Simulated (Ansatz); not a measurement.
Consider this model of amorphous Si30N36C3.

```xyz
69
Lattice="9.1831 0.0704 0.0760 0.0704 9.7214 -0.2016 0.0760 -0.2016 8.6367" Properties=species:S:1:pos:R:3 pbc="T T T"
Si     8.4753     1.8961     8.4692
Si     7.4197     7.3030     1.9910
Si     2.2759     2.0193     5.0915
Si     8.6936     1.7461     5.5011
Si     7.0486     5.5911     4.7124
Si     4.4014     7.8860     1.2559
Si     8.8747     6.5173     6.2372
Si     0.7043     6.6521     0.3426
Si     3.4824     4.6494     4.6402
Si     1.1783     8.8130     4.9512
Si     5.1193     5.5918     2.6875
Si     7.0917     2.7979     3.4536
Si     5.8977     2.9880     0.8102
Si     1.9078     2.5893     8.4611
Si     8.6587     4.4786     1.6369
Si     3.1631     5.1615     1.3179
Si     6.7941     9.5166     4.1956
Si     8.2000     9.3192     6.8176
Si     3.8192     3.7607     7.2170
Si     3.4425     1.3281     1.7834
Si     6.2016     9.7176     0.3643
Si     3.9710     7.8454     4.2690
Si     2.8140     6.7516     6.6863
Si     5.7918     7.7738     6.5582
Si     0.4121     4.1331     3.8135
Si     1.8563     7.7915     2.2603
Si     1.6081     9.6283    -0.1037
Si     4.7010     2.0987     3.7691
Si     8.5030     9.1666     2.6143
Si     6.7188     3.3835     6.5856
N      4.2054     7.6961     7.4134
N      3.2323     1.2892     3.7766
N      3.4601     8.3353     2.6586
N      2.8793     4.0994     0.0735
N      5.4175     8.5397     4.9633
N      8.2381     2.7616     6.9069
N      2.5916     7.8846     5.3489
N      1.0232     0.8621     5.3445
N      1.9994     1.3781     0.8855
N      5.5313     3.4424     7.8018
N      4.0163     4.1523     2.5161
N      6.0646     8.3317     1.4248
N      6.1764     1.3010     3.6130
N      6.9794     6.4567     6.2311
N      0.7856     8.4158     3.3708
N      3.5124     5.2164     6.3204
N      1.0704     8.2869     0.7827
N      0.1044     0.3594     7.9720
N      7.0697     3.7311     1.9361
N      4.3820     0.3700     0.5168
N      8.3500     6.0989     0.9512
N      6.6424     6.2086     3.1513
N      4.5567     6.1729     1.1517
N      1.7990     6.1070     1.6581
N      0.2275     3.2542     0.4342
N      9.1210     8.1813     5.9860
N      2.7166     2.4179     6.7929
N      4.7568     3.4214     4.9459
N      6.8557     1.5852     0.4624
N      7.4660     0.5977     5.7770
N      8.6621     2.7281     4.0901
N      8.8074     5.4135     4.8941
N      4.0988     6.1220     3.9795
N      6.8041     8.7231     7.5729
N      1.9741     3.6982     4.4418
N      1.1249     6.2446     7.3037
C      4.5053     2.8403     2.0272
C      6.2174     3.8455     4.8694
C      3.7174     8.6717     8.4797
```

All values below come from PBE, scalar-relativistic without spin-orbit coupling (plane waves to 420 eV, PAW; Ansatz, a first-principles code).

A CHGNet melt-quench gave the starting glass, which DFT then relaxed. N atoms were pushed apart under 1.9 Å during the dynamics, to hinder bonds among them. The hot cell started wider than the set density and was brought back towards it in steps. It is the lowest in DFT energy of 2 quenches. It is a model cell: composition and starting density were chosen by hand, and all elements were melted together. No dispersion term was used. Its density started from a set value of 2.98 and ended at 2.98 g/cm³. The quench (nominally 380 K/ps over its main leg) was far faster than any real one, so the model tends to hold more defects than a real film. Values belong to this one cell and scatter from quench to quench. The volume was held where the preparation left it and the shape relaxed, at a PBE pressure of 3.3 GPa. Stress components on the final sampling reach 3.4 GPa. On a 2×2×2 Γ-centred mesh force components of up to 0.22 eV/Å stay, since the relaxation ran on the zone centre alone.

Neighbours within Si-Si 2.60 Å, Si-N 2.08 Å, Si-C 2.19 Å, N-N 1.70 Å, N-C 1.76 Å, C-C 1.78 Å count as bonded. Two cations that share two anions don't count as bonded, nor two that share one unless they lie closer than Si-Si 2.38 Å, Si-C 2.00 Å, C-C 1.63 Å.

**Question.** Give the coordination numbers, mean bond lengths and angles.

**Answer.** 
```json
{
 "Mean coordination of Si": "3.93 (2 with 3, 28 with 4)",
 "Mean coordination of N": "3.00 (36 with 3)",
 "Mean coordination of C": "4.00 (3 with 4)",
 "Mean Si-N bond": "1.760 Å (spread 0.054 Å, 104 counted)",
 "Mean Si-C bond": "1.929 Å (spread 0.099 Å, 8 counted)",
 "Mean Si-Si bond": "2.351 Å (spread 0.086 Å, 3 counted)",
 "Mean N-C bond": "1.517 Å (spread 0.020 Å, 4 counted)",
 "Bond angle at Si": "mean 109.2°, spread 12.7°",
 "Bond angle at N": "mean 116.4°, spread 12.7°",
 "Bond angle at C": "mean 109.0°, spread 14.0°"
}
```

**Question.** Which atoms depart from the most common coordination of their element?

**Answer.** Si29 has 3 (N45 1.82 Å, Si2 2.24 Å, Si17 2.35 Å); Si30 has 3 (N36 1.67 Å, N40 1.70 Å, C68 1.85 Å).
